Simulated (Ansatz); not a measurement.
Given:

```
Te
1.0
    4.78197     0.00000     0.00000
   -2.39099     4.14131     0.00000
    0.00000     0.00000     5.90981
Te
3
Direct
  0.24868   0.00000   0.33333
  0.00000   0.24868   0.66667
  0.75132   0.75132   0.00000
```

No spin polarisation.

Calculations: Ansatz (a program for electronic structure) PBE, without spin-orbit coupling, earlier PAW set. Γ-centred 9×9×6 mesh, Fermi–Dirac width 0.05 eV.

Predict the electron mass, band gap, smallest direct gap and width of the top valence band.

Electron mass: 0.095 mₑ along c, 0.13 mₑ across (at H)
Band gap: 0.50 eV
Smallest direct gap: 0.56 eV
Width of the top valence band: 1.79 eV

Spin-orbit coupling, missing from the scalar runs, can matter with Te. Load acts through the strain it causes; cell and atoms are relaxed under it. Masses are band curvatures over ±0.01 Å⁻¹ around the edge. Stability against distortions was not tested. The cell was made from Te (space group P3_121, No. 152; made of chains) by this change: pressure −1 GPa. No dispersion term is included, though the crystal is made of layers, chains or molecules, so its spacings can come out too wide.
